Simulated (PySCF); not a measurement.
PySCF 2.14.0, PBE0/def2-svp, df: Mo(O)(S)(Cl)(NMe2) (C[N](C)[Mo](=[O])(=[S])[Cl]), 13 atoms. The geometry is a generated start, not checked to be a minimum at this level.

```yaml
task: energy
method: pbe0
basis: def2-svp
two_electron_scheme: density fitting
mol.max_memory: 3000 MB
mf.max_cycle: 100
mf.init_guess: minao (default)
mf.DIIS: CDIIS (default)
mf.conv_tol: 1e-09 (default)
mf.grids.level: 3 (default)
effective_core_potentials: those of the basis set, past Kr
basis_functions: 153
grid_points: 175272
```

```xyz
13

Mo     0.8880    -1.5309     0.1639
O      2.3805    -1.3486    -0.4942
S      0.9681    -1.8212     2.2963
Cl    -0.3708    -3.1170    -0.6683
N     -0.0396     0.0876    -0.1067
C     -1.2210     0.4563     0.6502
C      0.4082     1.1888    -0.9363
H     -0.9918     1.2785     1.3420
H     -2.0191     0.7860    -0.0253
H     -1.5822    -0.4026     1.2282
H     -0.3501     1.4421    -1.6865
H      0.5961     2.0785    -0.3206
H      1.3338     0.9027    -1.4426
```

Charge 0 and multiplicity 1 are set for this test and not shown to be the ground state.

One run each on 2 threads, 1 BLAS thread. Values of diis_space tried: 3, 5, 8 (default), 12, 20.

Task: Which value of diis_space needs the fewest Fock builds, and what happens away from it?

Result: Fewest Fock builds, within one of each other: 8 (default) with 15, 12 with 15, 20 with 15. The count rises to 69 at 3. All converge to one solution.

```
diis_space   Fock builds            end
-----------  -----------  -------------
3                     69  same solution
5                     17  same solution
8 (default)           15  same solution
12                    15  same solution
20                    15  same solution
```
